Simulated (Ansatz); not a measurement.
Checking a run of Ansatz (a program for electronic structure) on OsCl4 (Cmmm, 5 atoms in the cell). The aim is a self-consistent single point with DFT, PBEsol, plane waves, default PAW files made with PBE.

Cell that was meant: a = 5.9133 Å, b = 5.9133 Å, c = 3.6037 Å, α = 90.00°, β = 90.00°, γ = 93.54°.

Part of the input:

Ansatz 0.2 input:
```yaml
    - [4.050175, 4.308505, 0.000000]
    - [0.000000, 0.000000, 3.603690]
  atoms:
    - { symbol: Os, position: [0.000000, 0.000000, 0.000000] }
    - { symbol: Cl, position: [0.279670, 0.279670, 0.000000] }
    - { symbol: Cl, position: [0.720330, 0.720330, 0.000000] }
    - { symbol: Cl, position: [0.181550, 0.818450, 0.500000] }
[...]
  xc: pbesol
  pseudopotentials:
    kind: paw
scf:
  occupations:
    method: gaussian
    width: 0.05
```

Log, with long lists cut:

```
WARN ansatz: RAYON_NUM_THREADS=1 ignored (pool sized by the plan → 1); use --threads N
Pseudopotentials: kind: paw
   [... lines left out ...]
PAW frozen core: Cl, regenerated for the run's functional, and the local potential with it
Initial density: superposition of atomic densities (neutral atoms: chi_scale 0, normalization atom), corrected by the library's trained network
Initial wavefunctions: pseudopotential atomic-orbital guess
Eigensolver: davidson
Functional: x = pbesol(κ = 0.804, μ = 0.12345679012345678), c = pbesol(β = 0.046)
SCF iter   1: F=—  HF=-15495.960951 eV  |F-HF|=—  |Δ(HF+E_count)|=         —  Δρ=6.32e-3  dr2=8.34e-2  ethr=1.77e-3  ⟨swp⟩=7.1  Hψ=7733  notcnv=0
all-band conjugate gradients solve this SCF's bands
preconditioner: auto → LDOS
SCF iter   2: F=—  HF=-15495.953912 eV  |F-HF|=—  |Δ(HF+E_count)|=   7.04e-3  Δρ=6.60e-3  dr2=4.34e-2  ethr=1.90e-4  ⟨swp⟩=2.5  Hψ=3287  notcnv=0  defer=6
   [... lines left out ...]
SCF iter   8: F=—  HF=-15495.946905 eV  |F-HF|=—  |Δ(HF+E_count)|=   1.76e-5  Δρ=3.28e-5  dr2=1.45e-6  ethr=2.39e-8  ⟨swp⟩=2.0  Hψ=2588  notcnv=0  defer=6
SCF iter   9: F=—  HF=-15495.946905 eV  |F-HF|=—  |Δ(HF+E_count)|=   4.63e-8  Δρ=1.20e-5  dr2=3.35e-7  ethr=3.29e-9  ⟨swp⟩=2.2  Hψ=2448  notcnv=0  defer=6
SCF iter  10: F=-15495.946905 eV  HF=-15495.946905 eV  |F-HF|=2.61e-8  |Δ(HF+E_count)|=   5.30e-8  Δρ=4.25e-6  dr2=3.33e-8  ethr=2.27e-10  ⟨swp⟩=5.6  Hψ=6164  notcnv=0
SCF 1 converged in 10 iterations: F = -15495.946905 eV  dr2 = 3.33e-8
Free energy (F): -15495.946905 eV
Internal energy: -15495.937004 eV  (E = F + TS)
E sigma→0 (E₀):  -15495.941955 eV
Entropy (-TS):   -0.009901 eV (-1.980 meV/atom)
Fermi energy:    4.355559 eV
--- Forces (eV/Å), atoms counted from 1 ---
  atom   1  Os    -0.00000000     0.00000000     0.00000000
  atom   2  Cl    -0.19105193    -0.00000000     0.00000000
  atom   3  Cl     0.19105193     0.00000000    -0.00000000
  atom   4  Cl     0.00000000     0.49817703     0.00000000
  atom   5  Cl    -0.00000000    -0.49817703    -0.00000000
--- Stress (GPa, compression-positive) ---
       -1.530650       0.000000       0.000000
        0.000000      -2.632913      -0.000000
        0.000000      -0.000000      -3.974366
  P = ⅓ Tr σ = -2.7126 GPa (-27.126 kbar)
  The stress holds the Pulay correction. Without it, at fixed plane waves, as pw.x and ABINIT print it: P = -2.7226 GPa
```

### Question
Is this run sound? If not, what is wrong?

### Answer
The run is not sound. The fault is no spin polarisation for a cell with magnetic atoms. A run without spin cannot form moments, so any exchange energy of the magnetic state is missed. To fix it, switch spin polarisation on and give starting moments. The run converged in 10 iterations without an error; against the sound input the free energy goes up by 41.7 meV/atom, the pressure goes from -1.67 to -2.71 GPa, the largest force goes from 0.420 to 0.498 eV/Å and the net moment of 0.40 μB/atom is absent without spin.

An input that runs soundly differs in these lines (not the only fix; some lines may just follow from the change or write a value another way):
```diff
-    - { symbol: Os, position: [0.000000, 0.000000, 0.000000] }
+    - { symbol: Os, position: [0.000000, 0.000000, 0.000000], spin: 1.0 }
+magnetization:
+  spin_polarized: true
```

With that input, the run converged in 12 iterations: free energy E − TS (on the zero of these files) -15496.1554 eV; pressure -1.67 GPa; largest force (vector length) 0.420 eV/Å; size of the cell's spin moment 2.00 μB (DFT, PBEsol, plane waves, default PAW files made with PBE).

On the sound input: the starting cell comes from a database of computed structures (which also holds hypothetical and non-ambient phases and stackings), without a prior relaxation at this level. Spin-orbit coupling is off. With one magnetic atom in the cell only a parallel order is possible. Ansatz's pressure includes its estimate of the finite-basis (Pulay) stress.
